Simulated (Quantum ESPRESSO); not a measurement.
Quantum ESPRESSO 7.5, DFT, PBE, plane waves, SSSP 1.1.2 efficiency PBE: bcc Mo, atoms displaced (Mo12), 12 atoms. Basis and mesh were picked for this test and aren't claimed converged.

| Item | Result |
|---|---|
| cell | 8.18, 5.45, 5.45 Å; 109.5, 109.5, 109.5° |
| distance to the nearest atom | 2.29 to 2.67 Å |
| task | scf |
| k mesh | 2×3×3 |
| ecutwfc | 45 Ry |
| ecutrho | 360 Ry |
| occupations | smearing |
| smearing | mv |
| degauss | 0.02 Ry |
| conv_thr | 1.2e-08 Ry |
| tprnfor | true |
| tstress | false |
| k-point pools (-nk) | 4 |
| diagonalization | david (default) |
| k-points computed | 10 |
| bands | 101 |
| electrons | 168 |
| G-vectors of the density | 145623 |
| FFT grid | 96×64×64 |

One run each.

All on 8 ranks. Base settings, kept where nothing else is said: mixing_mode = plain (default), mixing_beta = 0.7 (default), mixing_ndim = 8 (default). The settings tried:
- mixing_beta = 1
- the base settings
- mixing_mode = TF, mixing_beta = 0.1
- mixing_beta = 0.2
- mixing_ndim = 4
- mixing_mode = TF, mixing_beta = 0.4
- mixing_mode = TF
- mixing_beta = 0.1
- mixing_mode = TF, mixing_beta = 1
- mixing_ndim = 2
- mixing_mode = local-TF, mixing_beta = 0.2
- mixing_ndim = 16
- mixing_mode = local-TF
- mixing_beta = 0.4
- mixing_mode = TF, mixing_beta = 0.2
- mixing_mode = local-TF, mixing_beta = 0.4
- mixing_mode = local-TF, mixing_beta = 0.1

Problem. Predict which of these converge in the fewest SCF iterations.

Solution. Fewest SCF iterations, with those close behind: mixing_mode = local-TF (10); mixing_mode = TF (11); mixing_mode = TF, mixing_beta = 0.4 (12); mixing_mode = TF, mixing_beta = 1 (12); mixing_mode = local-TF, mixing_beta = 0.4 (12). Most among those that reach the base run's result: mixing_mode = local-TF, mixing_beta = 0.1 (32); mixing_ndim = 4 (31); mixing_beta = 1 (31). No count from: mixing_ndim = 2 (unfinished when stopped at the time that we allowed, after 57 SCF iterations). All the others converged.

```json
[
 {"setting": "mixing_mode = local-TF", "SCF iterations": "10", "end": "converged"},
 {"setting": "mixing_mode = TF", "SCF iterations": "11", "end": "converged"},
 {"setting": "mixing_mode = TF, mixing_beta = 0.4", "SCF iterations": "12", "end": "converged"},
 {"setting": "mixing_mode = TF, mixing_beta = 1", "SCF iterations": "12", "end": "converged"},
 {"setting": "mixing_mode = local-TF, mixing_beta = 0.4", "SCF iterations": "12", "end": "converged"},
 {"setting": "mixing_mode = local-TF, mixing_beta = 0.2", "SCF iterations": "16", "end": "converged"},
 {"setting": "mixing_mode = TF, mixing_beta = 0.2", "SCF iterations": "17", "end": "converged"},
 {"setting": "mixing_beta = 0.1", "SCF iterations": "18", "end": "converged"},
 {"setting": "mixing_beta = 0.2", "SCF iterations": "18", "end": "converged"},
 {"setting": "mixing_ndim = 16", "SCF iterations": "19", "end": "converged"},
 {"setting": "mixing_beta = 0.4", "SCF iterations": "20", "end": "converged"},
 {"setting": "the base settings", "SCF iterations": "22", "end": "converged"},
 {"setting": "mixing_mode = TF, mixing_beta = 0.1", "SCF iterations": "22", "end": "converged"},
 {"setting": "mixing_beta = 1", "SCF iterations": "31", "end": "converged"},
 {"setting": "mixing_ndim = 4", "SCF iterations": "31", "end": "converged"},
 {"setting": "mixing_mode = local-TF, mixing_beta = 0.1", "SCF iterations": "32", "end": "converged"}
]
```
